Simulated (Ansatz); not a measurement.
# A self-consistent single point of Ca₃Cu₂O₆ (Cm, 11 atoms in the cell) with Ansatz

Method of the run: LDA (PW92), default PAW files made with PBE (plane waves; Ansatz, a first-principles code).

This input was run:

Ansatz 0.2 input:
```yaml
crystal:
  lattice:
    - [6.255873, -1.840376, 0.000000]
    - [6.255873, 1.840376, 0.000000]
    - [-1.833731, 0.000000, 6.479880]
  atoms:
    - { symbol: Ca, position: [0.843090, 0.843090, 0.180250] }
    - { symbol: Ca, position: [0.841720, 0.841720, 0.660460] }
    - { symbol: Ca, position: [0.148410, 0.148410, 0.827140] }
    - { symbol: Cu, position: [0.507060, 0.507060, 0.015910] }
    - { symbol: Cu, position: [0.512890, 0.512890, 0.493840] }
    - { symbol: O, position: [0.986770, 0.986770, 0.974590] }
    - { symbol: O, position: [0.991180, 0.991180, 0.513500] }
    - { symbol: O, position: [0.357110, 0.357110, 0.416450] }
    - { symbol: O, position: [0.346240, 0.346240, 0.933280] }
    - { symbol: O, position: [0.655470, 0.655470, 0.045620] }
    - { symbol: O, position: [0.660910, 0.660910, 0.614390] }
basis:
  ecutwfc: 420.0
kpoints:
  mp_grid:
    grid: [6, 6, 4]
hamiltonian:
  xc: lda
  pseudopotentials:
    kind: paw
scf:
  occupations:
    method: methfessel_paxton
    width: 0.2
output:
  forces: true
  eigenvalues: true
  stress: true
```

Output, abridged:

```
WARN ansatz: RAYON_NUM_THREADS=1 ignored (pool sized by the plan → 1); use --threads N
Pseudopotentials: kind: paw
Pseudopotential: Ca, paw, valence charge 10
Pseudopotential: Cu, paw, valence charge 19
Pseudopotential: O, paw, valence charge 6
Crystal: 11 atoms, lattice volume = 149.208 Å³
Basis set: ecut = 420 eV, 2899 PW (Γ)
Bands: 63, of which v1, the nominal top of the filled ones, is band 52 counted from 1 (51 counted from 0)
Symmetry: 2 space group operations
Space group: Cm (ITA 8), of the structure as read, at distance tolerance 5.3e-5 Å
k-points: 47 of 144 (time reversal used)
PAW frozen core: Ca, regenerated for the run's functional, and the local potential with it
PAW frozen core: Cu, regenerated for the run's functional, and the local potential with it
PAW frozen core: O, regenerated for the run's functional, and the local potential with it
Initial density: superposition of atomic densities (neutral atoms: chi_scale 0, normalization atom), corrected by the library's trained network
Initial wavefunctions: pseudopotential atomic-orbital guess
Eigensolver: davidson
Functional: x = slater, c = lda
SCF iter   1: F=—  HF=-21766.104887 eV  |F-HF|=—  |Δ(HF+E_count)|=         —  Δρ=2.12e-2  dr2=5.24e-1  ethr=1.77e-3  ⟨swp⟩=8.5  Hψ=12713  notcnv=0  defer=10
all-band conjugate gradients solve this SCF's bands
preconditioner: auto → LDOS
SCF iter   2: F=—  HF=-21766.067010 eV  |F-HF|=—  |Δ(HF+E_count)|=   3.79e-2  S|Δr|=    0.00e0  Δρ=2.01e-2  dr2=3.19e-1  ethr=5.04e-4  ⟨swp⟩=2.1  Hψ=6167  notcnv=0  defer=215
SCF iter   3: F=—  HF=-21765.973682 eV  |F-HF|=—  |Δ(HF+E_count)|=   9.33e-2  S|Δr|=    0.00e0  Δρ=6.92e-3  dr2=5.46e-2  ethr=3.06e-4  ⟨swp⟩=2.0  Hψ=5413  notcnv=0  defer=215
SCF iter   4: F=—  HF=-21765.967035 eV  |F-HF|=—  |Δ(HF+E_count)|=   6.65e-3  S|Δr|=    0.00e0  Δρ=3.08e-3  dr2=1.29e-2  ethr=5.25e-5  ⟨swp⟩=1.0  Hψ=2746  notcnv=0  defer=215
SCF iter   5: F=—  HF=-21765.965218 eV  |F-HF|=—  |Δ(HF+E_count)|=   1.82e-3  S|Δr|=    0.00e0  Δρ=9.60e-4  dr2=1.73e-3  ethr=1.24e-5  ⟨swp⟩=2.2  Hψ=3661  notcnv=0  defer=215
SCF iter   6: F=—  HF=-21765.965059 eV  |F-HF|=—  |Δ(HF+E_count)|=   1.59e-4  S|Δr|=    0.00e0  Δρ=3.67e-4  dr2=2.57e-4  ethr=1.66e-6  ⟨swp⟩=1.0  Hψ=2746  notcnv=0  defer=215
SCF iter   7: F=—  HF=-21765.965024 eV  |F-HF|=—  |Δ(HF+E_count)|=   3.52e-5  S|Δr|=    0.00e0  Δρ=1.75e-4  dr2=7.04e-5  ethr=2.47e-7  ⟨swp⟩=2.2  Hψ=3929  notcnv=0  defer=212
SCF iter   8: F=—  HF=-21765.965004 eV  |F-HF|=—  |Δ(HF+E_count)|=   1.96e-5  S|Δr|=    0.00e0  Δρ=1.29e-4  dr2=2.80e-5  ethr=6.77e-8  ⟨swp⟩=1.0  Hψ=2956  notcnv=0  defer=17
SCF iter   9: F=—  HF=-21765.965002 eV  |F-HF|=—  |Δ(HF+E_count)|=   2.55e-6  S|Δr|=    0.00e0  Δρ=7.89e-5  dr2=1.31e-5  ethr=2.69e-8  ⟨swp⟩=1.0  Hψ=2746  notcnv=0  defer=17
SCF iter  10: F=—  HF=-21765.965001 eV  |F-HF|=—  |Δ(HF+E_count)|=   1.11e-6  S|Δr|=    0.00e0  Δρ=4.78e-5  dr2=4.06e-6  ethr=1.26e-8  ⟨swp⟩=1.0  Hψ=2746  notcnv=0  defer=17
SCF iter  11: F=—  HF=-21765.965000 eV  |F-HF|=—  |Δ(HF+E_count)|=   4.81e-7  S|Δr|=    0.00e0  Δρ=1.98e-5  dr2=7.22e-7  ethr=3.91e-9  ⟨swp⟩=2.5  Hψ=4113  notcnv=0  defer=17
SCF iter  12: F=—  HF=-21765.965000 eV  |F-HF|=—  |Δ(HF+E_count)|=   1.09e-7  S|Δr|=    0.00e0  Δρ=8.93e-6  dr2=1.23e-7  ethr=6.94e-10  ⟨swp⟩=2.2  Hψ=4648  notcnv=0  defer=17
SCF iter  13: F=-21765.965000 eV  HF=-21765.965000 eV  |F-HF|=2.33e-8  |Δ(HF+E_count)|=   1.59e-8  S|Δr|=    0.00e0  Δρ=4.43e-6  dr2=2.37e-8  ethr=9.62e-11  ⟨swp⟩=11.5  Hψ=11684  notcnv=0
SCF 1 converged in 13 iterations: F = -21765.965000 eV  dr2 = 2.37e-8
SCF converged after 13 iterations
Stability not checked (fill_not_monotonic)
Free energy (F): -21765.965000 eV
Harris-Foulkes:  -21765.965000 eV  (|F-HF|=2.33e-8)
Internal energy: -21765.962971 eV  (E = F + TS)
E sigma→0 (E₀):  -21765.964493 eV
Entropy (-TS):   -0.002029 eV (-0.184 meV/atom)
Fermi energy:    6.514680 eV
Step filling:    the computed levels leave a gap of 0.0053 eV = 0.0 smearing widths
--- Per-component energies (eV) ---
  E_band       = -1488.132754
  E_kinetic    = 2469.006767
  E_local      = -16483.777019  (includes V_loc(G=0)·N_el)
  E_nonlocal   = 1269.144659
  E_hartree    = 6919.691738
  E_xc         = -1020.080118
  E_vxc        = -1302.139991  (∫ρ·V_xc dr)
  E_paw        = -6494.388133  (= ΣΔE_a)
  E_vpaw       = -1279.779763  (= ΣTr[D̂ρ^β])
  E_aug_tail   = 0.014835  (compensation charges beyond the density's cutoff)
  E_ewald      = -8427.906048
  E_core_change = 2.330346  (= ΣΔE_core)
  E_smearing   = -0.002029  (= −TS)
  E_closure    = 0.000000  (closes the sum)
  Σ components = -21765.965000   (vs F -21765.965000, Δ=0.00e0)
--- Forces (eV/Å), atoms counted from 1 ---
  atom   1  Ca     0.08866394     0.00000000    -0.01585618
  atom   2  Ca     0.17506886    -0.00000000     0.06040188
  atom   3  Ca    -0.02566747    -0.00000000     0.02509148
  atom   4  Cu    -0.31449365     0.00000000    -0.38369237
  atom   5  Cu    -0.31379685    -0.00000000     0.17086200
  atom   6  O      0.11297917     0.00000000    -0.00620219
  atom   7  O      0.18479751    -0.00000000     0.07159876
  atom   8  O      0.50872235    -0.00000000     0.10166864
  atom   9  O      0.27745676    -0.00000000     0.12636275
  atom  10  O     -0.25012815     0.00000000    -0.24971585
  atom  11  O     -0.44358083     0.00000000     0.09951249
  max |Σ_I F_I| component: 3.14e-5 eV/Å
--- Stress (GPa, compression-positive) ---
       -9.150926       0.000000      -0.825778
        0.000000      -7.572743       0.000000
       -0.825777       0.000000      -6.276671
  P = ⅓ Tr σ = -7.6668 GPa (-76.668 kbar)
  The stress holds the Pulay correction. Without it, at fixed plane waves, as pw.x and ABINIT print it: P = -8.3683 GPa
--- Band table (eV; the first three rows and the last of 47) ---
  k-point 0: bands = ["-105.5691", "-105.5501", "-63.6285", "-63.5856", "-63.5714", "-63.5692", "-62.8621", "-62.8517", "-30.9658", "-30.9205", "-30.5032", "-13.0118", "-12.7248", "-12.5542", "-12.2214", "-12.1455", "-12.1096", "-12.0326", [...]
  k-point 1: bands = ["-105.5691", "-105.5501", "-63.6285", "-63.5856", "-63.5714", "-63.5692", "-62.8621", "-62.8517", "-30.9604", "-30.9260", "-30.5032", "-12.9322", "-12.7052", "-12.5366", "-12.2651", "-12.2124", "-12.1549", "-12.0913", [...]
  k-point 2: bands = ["-105.5691", "-105.5501", "-63.6285", "-63.5856", "-63.5714", "-63.5692", "-62.8621", "-62.8517", "-30.9520", "-30.9345", "-30.5032", "-12.8269", "-12.6153", "-12.5441", "-12.4827", "-12.1986", "-12.1692", "-12.1394", [...]
  k-point 46: bands = ["-105.5691", "-105.5502", "-63.6285", "-63.5856", "-63.5714", "-63.5692", "-62.8621", "-62.8517", "-30.9521", "-30.9338", "-30.5038", "-12.9240", "-12.6778", "-12.5076", "-12.4646", "-12.1995", "-12.1697", "-12.0425", [...]
```

The run converged in 13 iterations.

The starting cell comes from a database of computed structures (which also holds hypothetical and non-ambient phases and stackings), without a prior relaxation at this level. Its lattice was rescaled by a random factor within 2.5 % of one. Spin polarisation is off, so a magnetic state, if there is one, cannot be reached. With a pressure of about -8 GPa the cell is away from its equilibrium volume at this level. Ansatz's pressure includes its estimate of the finite-basis (Pulay) stress. Without the estimate this run gives -8.37 GPa. The run gives no clean gap (levels at the Fermi energy touch, overlap or are partly filled at this smearing), which alone does not show that the compound is a metal.

Cost on one core of a shared machine: roughly 50 s.
